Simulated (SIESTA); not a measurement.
## SIESTA run on AlNi (Pm-3m, 2 atoms in the cell): self-consistent single point

Method: GGA PBE, numerical atomic orbitals DZP, PseudoDojo PBE standard norm-conserving potentials (rewritten from UPF to PSML) (SIESTA).

The input file:

```
# files in the folder: Al.psml Ni.psml (PseudoDojo PBE standard)
SystemName  AlNi
SystemLabel alni

NumberOfAtoms                2
NumberOfSpecies              2
%block ChemicalSpeciesLabel
  1 13 Al
  2 28 Ni
%endblock ChemicalSpeciesLabel
LatticeConstant              2.866859 Ang
%block LatticeVectors
     1.000000000    0.000000000    0.000000000
     0.000000000    1.000000000    0.000000000
     0.000000000    0.000000000    1.000000000
%endblock LatticeVectors
AtomicCoordinatesFormat      Ang
%block AtomicCoordinatesAndAtomicSpecies
     1.433429500    1.433429500    1.433429500  1
     0.000000000    0.000000000    0.000000000  2
%endblock AtomicCoordinatesAndAtomicSpecies

XC.functional                GGA
XC.authors                   PBE
PAO.BasisSize                DZP
PAO.EnergyShift              0.01 Ry
MeshCutoff                   300 Ry
%block kgrid.MonkhorstPack
   11   0   0  0.0
    0  11   0  0.0
    0   0  11  0.0
%endblock kgrid.MonkhorstPack
OccupationFunction           MP
OccupationMPOrder            0
ElectronicTemperature        0.136 eV

MaxSCFIterations             150
SCF.Mixer.Method             Pulay
SCF.Mixer.Weight             0.25
SCF.Mixer.History            6
SCF.DM.Tolerance             1.0E-04
Diag.ParallelOverK           true
WriteForces                  true
```

Log, with long lists cut:

```
reinit: Reading from file input.fdf

reinit: System Name: AlNi
reinit: System Label: alni

coor:   Atomic-coordinates input format  =     Cartesian coordinates
coor:                                          (in Angstroms)

siesta: Atomic coordinates (Bohr) and species
siesta:      2.70879   2.70879   2.70879  1        1
siesta:      0.00000   0.00000   0.00000  2        2

siesta: System type = bulk

initatomlists: Number of atoms, orbitals, and projectors:      2    32    36

siesta: ******************** Simulation parameters ****************************
redata: Spin configuration                          = none
redata: Time-Reversal Symmetry                      = T
redata: Number of Atomic Species                    =        2
redata: Mesh Cutoff                                 =   300.0000 Ry
redata: Net charge of the system                    =     0.0000 |e|
redata: Min. number of SCF Iter                     =        0
redata: Max. number of SCF Iter                     =      150
redata: SCF convergence failure will abort job
redata: SCF mix quantity                            = Hamiltonian
redata: Mix DM or H after convergence               =   F
redata: Recompute H after scf cycle                 =   F
redata: Mix DM in first SCF step                    =   T
redata: No kicks to SCF
redata: DM Mixing Weight for Kicks                  =     0.5000
redata: Require Harris convergence for SCF          =   F
redata: Harris energy tolerance for SCF             =     0.000100 eV
redata: Require DM convergence for SCF              =   T
redata: DM tolerance for SCF                        =     0.000100
redata: Require EDM convergence for SCF             =   F
redata: EDM tolerance for SCF                       =     0.001000 eV
redata: Require H convergence for SCF               =   T
redata: Hamiltonian tolerance for SCF               =     0.001000 eV
redata: Require (free) Energy convergence for SCF   =   F
redata: (free) Energy tolerance for SCF             =     0.000100 eV
redata: Using DFT-D3 dispersion                     =   F
redata: Using Saved Data (generic)                  =   F
redata: Method of Calculation                       = Diagonalization
redata: Electronic Temperature                      =  1578.2145 K
redata: Number of TDED substeps                     =        3
redata: Dynamics option                             = Single-point calculation
redata: Save all siesta data in one NC              =   F
redata: ***********************************************************************

%block SCF.Mixers
  Pulay
%endblock SCF.Mixers

%block SCF.Mixer.Pulay
  # Mixing method
  method pulay
  variant stable

  # Mixing options
  weight 0.2500
  weight.linear 0.2500
  history 6
%endblock SCF.Mixer.Pulay

DM_history_depth set to one: no extrapolation allowed by default for geometry relaxation
Size of DM history Fstack: 1
Total number of electrons:    21.000000
Total ionic charge:    21.000000

* ProcessorY, Blocksize:    1  33

* Orbital distribution balance (max,min):    32    32

 Kpoints in:          726 . Kpoints trimmed:          666

siesta: k-grid: Number of k-points = 666
siesta: k-points from Monkhorst-Pack grid
siesta: k-cutoff (effective) =    15.768 Ang
siesta: k-point supercell and displacements
siesta: k-grid:    11     0     0      0.000
siesta: k-grid:     0    11     0      0.000
siesta: k-grid:     0     0    11      0.000

diag: Algorithm                                     = D&C
diag: Parallel over k                               =   F
diag: Use parallel 2D distribution                  =   F
diag: Parallel block-size                           = 33
diag: Parallel distribution                         =     1 x     1
diag: Used triangular part                          = Lower
diag: Absolute tolerance                            =  0.100E-15
diag: Orthogonalization factor                      =  0.100E-05
diag: Memory factor                                 =  1.0000

superc: Internal auxiliary supercell:     7 x     7 x     7  =     343
superc: Number of atoms, orbitals, and projectors:    686  10976  12348

                        Single-point calculation

superc: Internal auxiliary supercell:     7 x     7 x     7  =     343
superc: Number of atoms, orbitals, and projectors:    686  10976  12348

outcell: Unit cell vectors (Ang):
        2.866859    0.000000    0.000000
        0.000000    2.866859    0.000000
        0.000000    0.000000    2.866859

outcell: Cell vector modules (Ang)   :    2.866859    2.866859    2.866859
outcell: Cell angles (23,13,12) (deg):     90.0000     90.0000     90.0000
outcell: Cell volume (Ang**3)        :     23.5624
new_DM -- step:     1
Initializing Density Matrix...

Attempting to read DM from file... Failed...
DM filled with atomic data:

InitMesh: MESH = 30 x 30 x 30 = 27000
InitMesh: Mesh cutoff (required, used) =   300.000   302.644 Ry

stepf: Methfessel-Paxton step function
       Using Hermite-Gauss polynomials of order  0

        iscf     Eharris(eV)        E_KS(eV)     FreeEng(eV)     dDmax    Ef(eV) dHmax(eV)
   scf:    1    -4574.415113    -4613.391702    -4613.415308  1.407013 -2.238927 27.098162
   scf:    2    -4609.479056    -4625.484232    -4625.489914  0.615229 -5.640429 12.382848
   scf:    3    -4630.146707    -4628.906990    -4628.916797  0.103196 -4.794764  1.306750
   scf:    4    -4628.193962    -4628.753068    -4628.766724  0.043339 -4.428935  3.211593
   scf:    5    -4628.917115    -4628.964032    -4628.974710  0.048533 -4.730270  0.587857
   scf:    6    -4628.961073    -4628.969864    -4628.981356  0.010539 -4.661928  0.284467
   scf:    7    -4628.972142    -4628.971821    -4628.983057  0.002906 -4.687676  0.019508
   scf:    8    -4628.971794    -4628.971812    -4628.983066  0.000163 -4.686162  0.001017
   scf:    9    -4628.971812    -4628.971812    -4628.983066  0.000150 -4.686338  0.000260
   scf:   10    -4628.971812    -4628.971812    -4628.983066  0.000000 -4.686336  0.000230

SCF Convergence by DM+H criterion
max |DM_out - DM_in|         :     0.0000003470
max |H_out - H_in|      (eV) :     0.0002299415
SCF cycle converged after 10 iterations

Using DM_out to compute the final energy and forces

siesta: E_KS(eV) =            -4628.9718

siesta: E_KS - E_eggbox =     -4628.9718

siesta: Atomic forces (eV/Ang):
     1   -0.000000   -0.000000    0.000000
     2   -0.000000   -0.000000   -0.000000
   Tot   -0.000000   -0.000000   -0.000000
   Max    0.000000
   Res    0.000000    sqrt( Sum f_i^2 / 3N )
   Max    0.000000    constrained

Stress tensor Voigt[x,y,z,yz,xz,xy] (kbar):      -26.19      -26.19      -26.19       -0.00       -0.00       -0.00
(Free)E + p*V (eV/cell)    -4628.5979
Target enthalpy (eV/cell)    -4628.9831

siesta: Program's energy decomposition (eV):
siesta: Ebs     =      -728.731285
siesta: Eions   =      5931.900684
siesta: Ena     =       417.321376
siesta: Ekin    =      2183.249477
siesta: Enl     =      -713.907183
siesta: Eso     =         0.000000
siesta: Edftu   =         0.000000
siesta: DEna    =        30.895269
siesta: DUscf   =         0.720146
siesta: DUext   =         0.000000
siesta: Ex      =      -580.673782
siesta: Ec      =       -34.676431
siesta: Exc     =      -615.350213
siesta: Eharris =     -4628.971812
siesta: Etot    =     -4628.971812
siesta: FreeEng =     -4628.983066

siesta: Stress tensor (static) (eV/Ang**3):
siesta:    -0.016347   -0.000000   -0.000000
siesta:    -0.000000   -0.016347   -0.000000
siesta:    -0.000000   -0.000000   -0.016347

siesta: Cell volume =         23.562372 Ang**3

siesta: Pressure (static):
siesta:                Solid            Molecule  Units
siesta:           0.00017805          0.00017805  Ry/Bohr**3
siesta:           0.01634741          0.01634741  eV/Ang**3
siesta:          26.19143264         26.19143264  kBar
```

The run converged in 10 iterations.

The starting cell comes from a database of computed structures (which also holds hypothetical and non-ambient phases and stackings), without a prior relaxation at this level. Its lattice was rescaled by a random factor within 2.5 % of one. Spin polarisation is off. Values carry the incompleteness of an atom-centred basis.
